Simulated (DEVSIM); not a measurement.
Structure: GaP/Si n-p heterojunction, at 300 K.

```tsv
layer (left to right)	material	thickness (μm)	Nd (cm⁻³)	Na (cm⁻³)	τn (s)	τp (s)
1	GaP	1.10	4.8e16	-	1.4e-7	4.2e-8
2	Si	0.160	-	2.8e15	1.4e-7	1.4e-7
```

Left contact: ohmic. Right contact: ohmic. Voltage is applied to the left contact. Recombination: SRH at mid-gap, radiative, Auger. Mobility is μmin + (μ − μmin)/(1 + (N/Nref)^α).

This is a model device: material constants are rounded textbook-type values typed into the input, and sizes, dopings and lifetimes were drawn at random. Values at 300 K.

```csv
parameter,GaP,Si
gap (eV),2.26,1.124
affinity (eV),3.8,4.05
permittivity,11.1,11.7
Nc (cm⁻³),1.8e19,2.86e19
Nv (cm⁻³),1.9e19,3.1e19
μn (cm²/Vs),250,1417
μp (cm²/Vs),150,470
"μn,min",10,52
"μp,min",10,45
"Nref,n",4.4e18,9.7e16
"Nref,p",1e18,2.2e17
αn,0.8,0.68
αp,0.85,0.72
B (cm³/s),1e-13,4.7e-15
Cn (cm⁶/s),1e-30,2.8e-31
Cp (cm⁶/s),1e-30,9.9e-32
```

Simulated with DEVSIM: 1D drift-diffusion, Boltzmann statistics, complete ionisation; no tunnelling, impact ionisation, image-force lowering or self-heating. Band offsets follow the typed affinities; no thermionic-emission limit at abrupt steps, no polarisation charge.

**Question.** Tabulate band edges, carrier densities and field at -0.9 V on the left contact.

**Answer.** Energies count from the Fermi level of the right contact; mesh points crowd at the junctions.

```tsv
x (μm)	Ec (eV)	Ev (eV)	n (cm⁻³)	p (cm⁻³)	field (V/cm)
0.000	1.053	-1.207	4.8e16	< 1e2	-920
0.004792	1.053	-1.207	4.8e16	< 1e2	-920
0.01357	1.052	-1.208	4.8e16	< 1e2	-920
0.03178	1.050	-1.210	4.8e16	< 1e2	-920
0.08434	1.046	-1.214	4.8e16	< 1e2	-920
0.1726	1.037	-1.223	4.8e16	< 1e2	-920
0.3481	1.021	-1.239	4.8e16	< 1e2	-920
0.7346	0.986	-1.274	4.8e16	< 1e2	-920
0.9187	0.969	-1.291	4.8e16	< 1e2	-920
1.007	0.961	-1.299	4.6e16	< 1e2	-460
1.056	0.968	-1.292	2.9e16	< 1e2	5300
1.085	1.001	-1.259	5.7e15	< 1e2	20000
1.095	1.024	-1.236	1.2e15	< 1e2	27000
1.100	1.039	-1.221	4.0e13	< 1e2	31000
1.106	0.805	-0.319	5.9e16	1.3e14	22000
1.116	0.823	-0.301	2.9e16	2.7e14	15000
1.134	0.844	-0.280	1.2e16	6.2e14	9200
1.170	0.867	-0.257	4.4e15	1.5e15	4100
1.222	0.879	-0.245	1.3e15	2.4e15	1300
1.243	0.882	-0.242	5.6e14	2.6e15	950
1.254	0.883	-0.241	2.1e14	2.7e15	870
1.260	0.883	-0.241	42000	2.8e15	860
```
